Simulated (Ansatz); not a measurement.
Start from MgI2 in the CdI2 type structure (space group P-3m1, No. 164; a = 4.124 Å, c = 6.831 Å; layered, stacked along the Cartesian z axis).

Method: PBE-D3(BJ) (Ansatz, an electronic-structure program; PAW; 420 eV plane waves; no spin-orbit coupling).

For the base:

```
Property                              Result
---------------------  ---------------------
Smallest direct gap                  3.76 eV
Band gap                             3.52 eV
Valence-band top at Γ  0.00, -0.04, -0.04 eV
```

One thing is altered: the cell is scaled by 1.0150 in all directions; the atoms relax in the strained cell.

Question: How does this affect the energy relative to the base, smallest direct gap, band gap and valence-band top at Γ?

Answer: The energy grows by 3.8 meV/atom; the smallest direct gap shrinks by 0.12 eV (3.76 eV → 3.64 eV); the band gap hardly moves (3.52 eV against 3.51 eV); the valence-band top at Γ (three highest levels, from the VBM) goes from 0.00, -0.04, -0.04 eV to 0.00, -0.09, -0.09 eV.

Spin-orbit coupling, missing from the scalar runs, can matter with I. Stability against distortions was not tested.
